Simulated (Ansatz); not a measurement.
This Ansatz (a first-principles code) input is the reference run, TiO$_{2}$ in the anatase structure (space group I4_1/amd, No. 141), computed with Kohn–Sham DFT with the r2SCAN functional, run in Ansatz with PAW and 500 eV plane waves, without spin-orbit coupling:

Ansatz 0.2 input:
```yaml
crystal:
  lattice:
    - [-1.8889347643, 1.8889347643, 4.7918903687]
    - [1.8889347643, -1.8889347643, 4.7918903687]
    - [1.8889347643, 1.8889347643, -4.7918903687]
  atoms:
    - { symbol: Ti, position: [0.5, 0.5, 0] }
    - { symbol: Ti, position: [0.25, 0.75, 0.5] }
    - { symbol: O, position: [0.2927290086, 0.2927290086, 0] }
    - { symbol: O, position: [0.0427290086, 0.5427290086, 0.5] }
    - { symbol: O, position: [0.4572709914, 0.9572709914, 0.5] }
    - { symbol: O, position: [0.7072709914, 0.7072709914, 0] }
basis: { ecutwfc: 500, ecutrho_ratio: 4, xc_grid: 4, fft_grid_basis: typed }
kpoints: { mp_grid: { grid: [12, 12, 12] } }
hamiltonian:
  xc: r2scan
  dispersion: none
  pseudopotentials: { kind: paw }
scf: { occupations: { method: fermi_dirac, width: 0.05 }, convergence: { dr2_threshold: 0.0000000006 } }
output: { forces: true, stress: true }
```

Question: Write the input for this change: uniaxial stress, 2 GPa compression along x, with the cell and atoms free to relax against it.

Answer: 
Ansatz 0.2 input:
```yaml
crystal:
  lattice:
    - [-1.8889347643, 1.8889347643, 4.7918903687]
    - [1.8889347643, -1.8889347643, 4.7918903687]
    - [1.8889347643, 1.8889347643, -4.7918903687]
  atoms:
    - { symbol: Ti, position: [0.5, 0.5, 0] }
    - { symbol: Ti, position: [0.25, 0.75, 0.5] }
    - { symbol: O, position: [0.2927290086, 0.2927290086, 0] }
    - { symbol: O, position: [0.0427290086, 0.5427290086, 0.5] }
    - { symbol: O, position: [0.4572709914, 0.9572709914, 0.5] }
    - { symbol: O, position: [0.7072709914, 0.7072709914, 0] }
basis: { ecutwfc: 500, ecutrho_ratio: 4, xc_grid: 4, fft_grid_basis: typed }
kpoints: { mp_grid: { grid: [12, 12, 12] } }
hamiltonian:
  xc: r2scan
  dispersion: none
  pseudopotentials: { kind: paw }
scf: { occupations: { method: fermi_dirac, width: 0.05 } }
relax: { f_tol: 0.005, max_steps: 50, cell: { stress_tol: 0.01, sigma_target: [2, 0, 0, 0, 0, 0] } }
output: { forces: true, stress: true }
checkpoint: { write: state.ck, write_every: 1000 }
```
This is the input that was run.

Load acts through the strain it causes; cell and atoms are relaxed under it. sigma_target is in GPa, compression positive, in the order xx, yy, zz, yz, xz, xy. Stability under load was not tested beyond the relaxation. The final runs are not spin-polarised.
